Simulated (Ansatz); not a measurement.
Base system: CsSnI$_{3}$ in the cubic perovskite structure (space group Pm-3m, No. 221; a = 6.1305 Å).

Method: PBEsol (Ansatz, a first-principles code, PAW, spin-orbit coupling left out).

Before the change:

The lattice parameter a is 6.131 Å.

One thing is altered: a hydrostatic pressure of 0.3 GPa.

Problem. What happens to the lattice parameter a?

Solution. The lattice parameter a drops by 0.0330 Å (6.131 Å → 6.097 Å).

Load acts through the strain it causes; cell and atoms are relaxed under it. No phonon test of stability was made. The final runs are not spin-polarised. Many cubic perovskites are stable only at high temperature; tilts and polar distortions were not tested.
